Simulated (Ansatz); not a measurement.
A self-consistent single point of Si2Au (I4/mcm, 6 atoms in the cell) with Ansatz (a first-principles code).

Method of the run: PBE, PAW files at level accurate (plane waves; Ansatz).

```xyz
6
Lattice="-3.3644 3.3644 2.7071 3.3644 -3.3644 2.7071 3.3644 3.3644 -2.7071" Properties=species:S:1:pos:R:3 pbc="T T T"
Si     4.4275     1.0631     0.0000
Si     1.0631     2.3012     0.0000
Si     2.3012     1.0631     2.7071
Si    -1.0631     2.3012     2.7071
Au     0.0000     0.0000     4.0606
Au     0.0000     0.0000     1.3535
```

Reference input (self-consistent single point, DFT, PBE, plane waves, default PAW files): basis.ecutwfc = 420 eV; kpoints.mp_grid.grid = 6 6 6; hamiltonian.xc = pbe; hamiltonian.pseudopotentials = {kind: paw} (the program's default PAW files); scf.occupations.method = cold; scf.occupations.width = 0.1 eV. This run's input differs from it in these lines:

Ansatz 0.2 input:
```diff
@@ -12,4 +12,2 @@
     - { symbol: Au, position: [0.250000, 0.250000, 0.000000] }
-basis:
-  ecutwfc: 420.0
 kpoints:
@@ -18,3 +16,3 @@
   xc: pbe
-  pseudopotentials: { kind: paw }
+  pseudopotentials: { kind: paw, level: accurate }
 scf:
```

The program printed (abridged):

```
SCF iter   1: F=—  HF=-28907.466303 eV  |F-HF|=—  |Δ(HF+E_count)|=         —  Δρ=1.25e-1  dr2=3.92e1  ethr=3.10e-3  ⟨swp⟩=8.1  Hψ=4189  notcnv=0
all-band conjugate gradients solve this SCF's bands
preconditioner: auto → Kerker (q_TF=auto, 2.380 Å⁻¹)
SCF iter   2: F=—  HF=-28902.928029 eV  |F-HF|=—  |Δ(HF+E_count)|=    4.54e0  S|Δr|=    0.00e0  Δρ=5.51e-2  dr2=8.54e0  ethr=3.10e-3  ⟨swp⟩=3.0  Hψ=2517  notcnv=0  defer=37
   [... lines left out ...]
SCF iter   7: F=—  HF=-28901.380243 eV  |F-HF|=—  |Δ(HF+E_count)|=   2.17e-4  S|Δr|=    0.00e0  Δρ=3.41e-5  dr2=1.28e-6  ethr=1.13e-7  ⟨swp⟩=2.0  Hψ=1537  notcnv=0  defer=32
SCF iter   8: F=—  HF=-28901.380244 eV  |F-HF|=—  |Δ(HF+E_count)|=   4.09e-7  S|Δr|=    0.00e0  Δρ=1.18e-5  dr2=1.76e-7  ethr=1.85e-10  ⟨swp⟩=11.8  Hψ=5816  notcnv=0
SCF iter   9: F=-28901.380244 eV  HF=-28901.380244 eV  |F-HF|=5.82e-9  |Δ(HF+E_count)|=   2.95e-8  S|Δr|=    0.00e0  Δρ=2.11e-6  dr2=5.87e-9  ethr=1.85e-10  ⟨swp⟩=5.0  Hψ=3971  notcnv=0
SCF 1 converged in 9 iterations: F = -28901.380244 eV  dr2 = 5.87e-9
Stability not checked (fill_not_monotonic)
Free energy (F): -28901.380244 eV
Internal energy: -28901.377735 eV  (E = F + TS)
E sigma→0 (E₀):  -28901.379408 eV
Entropy (-TS):   -0.002508 eV (-0.418 meV/atom)
Fermi energy:    10.131028 eV
--- Forces (eV/Å), atoms counted from 1 ---
  atom   1  Si    -0.25350303    -0.25350303    -0.00000000
  atom   2  Si    -0.25350303     0.25350303     0.00000000
  atom   3  Si     0.25350303    -0.25350303    -0.00000000
  atom   4  Si     0.25350303     0.25350303     0.00000000
  atom   5  Au    -0.00000000     0.00000000     0.00000000
  atom   6  Au    -0.00000000     0.00000000     0.00000000
--- Stress (GPa, compression-positive) ---
      -10.211189       0.000000       0.000000
        0.000000     -10.211189      -0.000000
        0.000000      -0.000000      -3.618956
  P = ⅓ Tr σ = -8.0138 GPa (-80.138 kbar)
  The stress holds the Pulay correction. Without it, at fixed plane waves, as pw.x and ABINIT print it: P = -8.0140 GPa
```

The run converged in 9 iterations. Against the reference run the pressure moves little (-8.04 to -8.01 GPa) and the largest force stays at 0.359 eV/Å. The full log also holds: “WARN basis.ecutwfc = 864 eV, the default”.

The starting cell was generated: these elements placed on a structure prototype, without a prior relaxation; it need not be a known phase or ordering of this composition. Its lattice was rescaled by a random factor within 2.5 % of one. With a pressure of about -8 GPa the cell is away from its equilibrium volume at this level. Ansatz's pressure includes its estimate of the finite-basis (Pulay) stress.
